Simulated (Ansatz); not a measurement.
**La2O3 under a change: uniaxial strain ε_zz = −1.25 %**

Consider La2O3 (space group P-3m1, No. 164; a = 3.935 Å, c = 6.126 Å). Axes: x lies along a and z along c of the hexagonal cell.

The change: the cell is compressed by 1.25 % along z with no lateral relaxation; the atoms relax in the strained cell.

Method: r2SCAN (Ansatz, a first-principles code, PAW, no spin-orbit coupling). Γ-centred 10×10×6 mesh, Fermi–Dirac width 0.05 eV.

The volume per atom drops by 0.205 Å³ (16.43 Å³ → 16.23 Å³) and the space group is still P-3m1 (No. 164). The shortest interatomic distance drops by 0.002 Å (2.366 Å → 2.364 Å) and the energy increases by 1.1 meV/atom. The pressure (mean of the normal stresses, compression positive) goes from zero to 1.30 GPa and the band gap falls by 0.03 eV, from 4.23 eV to 4.20 eV. The gap character remains indirect, L → K and the smallest direct gap remains 4.35 eV. The width of the top valence band is nearly the same (0.38 eV against 0.40 eV) and the electron mass is still 1.3 mₑ (at K). The stress (xx, yy, zz, yz, xz, xy; compression positive) is (1.11, 1.11, 1.70, 0.00, 0.00, 0.00) GPa.

Final structure:

```
La2O3
1.0
    3.93527     0.00000     0.00000
   -1.96764     3.40805     0.00000
    0.00000     0.00000     6.04969
La O
2 3
Direct
  0.33333   0.66667   0.24493
  0.66667   0.33333   0.75507
  0.00000   0.00000   0.00000
  0.33333   0.66667   0.64724
  0.66667   0.33333   0.35276
```

Effective masses come from finite differences of ±0.01 Å⁻¹. Semilocal Kohn–Sham gaps tend to fall short of experiment. No phonon test of stability was made.
